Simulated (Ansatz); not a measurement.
Take ZrC in the rock salt structure (space group Fm-3m, No. 225; a = 4.6691 Å; relaxed with 0.1 eV smearing) as the base. Axes: x, y, z lie along the cube axes.

The values are results of Ansatz (a quantum-chemistry and plane-wave program), PBEsol, PAW, cutoff 420 eV, no SOC, not measurements.

Strains are applied to the cell and any free atomic positions relax; under biaxial strain the out-of-plane vector relaxes too.

One change was made to it. Results:

The energy goes up by 6.3 meV/atom; the pressure (mean of the normal stresses, compression positive) goes from zero to 4.3 GPa.

### Question
What was done to the base?
A) biaxial strain +1.67 %, plane normal [111], relaxed out of plane
B) biaxial strain −1.25 %, plane normal [111], relaxed out of plane
C) biaxial strain −2.50 %, plane normal [111], relaxed out of plane
D) biaxial strain +1.25 %, plane normal [111], relaxed out of plane

### Answer
B, biaxial strain −1.25 %, plane normal [111], relaxed out of plane. For comparison, the pressure in the other runs: biaxial strain +1.67 %, plane normal [111], relaxed out of plane gives -5.2 GPa; biaxial strain +1.25 %, plane normal [111], relaxed out of plane gives -4.0 GPa; biaxial strain −2.50 %, plane normal [111], relaxed out of plane gives 9.0 GPa.

Stability against distortions was not tested. All final runs are without spin polarisation.
